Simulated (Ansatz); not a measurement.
Here is the system:

```
InSb
1.0
    0.00000     3.24529     3.24529
    3.24529     0.00000     3.24529
    3.24529     3.24529     0.00000
In Sb
1 1
Direct
  0.00000   0.00000   0.00000
  0.25000   0.25000   0.25000
```

No spin polarisation.

All numbers come from r2SCAN (Ansatz, an electronic-structure program), no spin-orbit coupling. Settings: 12×12×12 k-points, 0.05 eV Fermi–Dirac smearing.

Q: What is the computed band gap?

A: 0.21 eV.

Q: Predict the pressure.

A: 1.4 GPa.

Q: What is the computed space group?

A: F-43m (No. 216).

Spin-orbit coupling, missing from the scalar runs, can matter with Sb. The cells carry an imposed strain or load. Whether these cells are dynamically stable was not tested. The cell was made from InSb in the zinc blende structure (space group F-43m, No. 216) by this change: isotropic strain −1.00 %. A zero or small gap of InSb can be the functional's error rather than a property of the material.
